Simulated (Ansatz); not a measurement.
Start from PbS (space group P6_3/mmc, No. 194; a = 4.9511 Å, c = 5.9161 Å; a hypothetical phase, not in the database extracts checked).

Levels (all Ansatz, a first-principles code, PAW): PBEsol (420 eV, no spin-orbit coupling); r2SCAN (500 eV, spin-orbit coupling left out); HSE06 (420 eV, spin-orbit coupling left out).

One geometry, relaxed with PBEsol, under each level:

```csv
level,band gap,lowest conduction level above the VBM at special points,pressure
PBEsol,1.29 eV,H 1.29 eV; L 1.49 eV; Γ 1.86 eV; A 2.17 eV,-0.01 GPa
r2SCAN,1.68 eV,H 1.68 eV; L 1.84 eV; Γ 2.12 eV; A 2.43 eV,1.49 GPa
HSE06,…,…,–
```

Task: Give the withheld HSE06 results.

Result: 
- HSE06, band gap: 1.91 eV
- HSE06, lowest conduction level above the VBM at special points: H 1.91 eV; L 2.09 eV; Γ 2.47 eV

Single points use the geometry relaxed with PBEsol. Their cutoffs differ, which shifts pressures a little. HSE06 was sampled on its mesh, a few special points and the semilocal edge points, so its gap is an upper bound. Spin-orbit coupling, missing from the scalar runs, can matter with Pb. Whether these cells are dynamically stable was not tested. The base started in P6_3mc and relaxed to P6_3/mmc at this level.
